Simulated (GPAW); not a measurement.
**σyy against uniaxial strain in fcc Pd (space group 225): C12 (GPAW, PBEsol)**

```xyz
1
Lattice="0.0000 1.9391 1.9391 1.9101 0.0000 1.9391 1.9101 1.9391 0.0000" Properties=species:S:1:pos:R:3 pbc="T T T"
Pd     0.0000     0.0000     0.0000
```

Level of theory: PBEsol, GPAW PAW datasets PBEsol (made by gpaw-setup) (plane waves; GPAW). Settings: mode = pw; ecut = 585 eV; xc = PBEsol; kpts = 38 38 38; mesh shift (steps) = 0 0 0; occupations.name = fermi-dirac; occupations.width = 0.05 eV; nbands = -5; convergence.density = 1e-06 e/electron; convergence.energy = 1e-06 eV/electron; symmetry.symmorphic = false; symmetry.tolerance = 0.0005; maxiter = 150. The cell above is the first row's. The rows stretch one cube axis (x) by the strain ε and hold the other two. Stress is positive in tension. In all rows the k mesh is held.

| ε (%) | σyy (GPa) |
|---|---|
| -1.5 | ? |
| -1.0 | -1.95 |
| -0.5 | -0.97 |
| 0.0 | -0.03 |
| 0.5 | 0.87 |
| 1.0 | 1.74 |
| 1.5 | 2.57 |
| 2.0 | 3.37 |

Q: Fit σyy against ε with a parabola, and predict the withheld value at ε = -1.5.

A: Least squares gives σyy = -0.032 + 1.8440·ε - 0.0719·ε². Residuals (row less fit): -0.002, 0.002, 0.002, -0.002, 0.000, -0.002, 0.002; standard error 0.002 (degrees of freedom: 4). The slope at ε = 0, 1.8440 GPa per cent, gives C12 ≈ 100 × 1.8440 = 184 GPa, for the static lattice. At the withheld row, σyy = -0.032 + 1.8440 × (-1.5) - 0.0719 × (-1.5)² = -2.960 GPa. The calculation gives -2.96 GPa, which the fit meets to the printed digits. The row lies outside the fitted rows, so this is an extrapolation.

Carrying the step between the two nearest rows on in a straight line would have given -2.93, off by 0.03; series whose last step already gives the withheld value aren't shown. The reference cell has the volume at which an earlier scan in this program and functional put its minimum by a fit. The unstrained cell stands at a pressure of 0.03 GPa, and the constants belong to that pressure. Spin polarisation is off. Without a gap such slopes are sensitive to mesh and smearing. Cutoffs and mesh are single choices, not tested for convergence of this quantity. Series with a scatter that would blur these digits, or in which a gap closes, are not shown. Strain series were run only where this level's volume lies within 10 % of a first guess from the measured size.
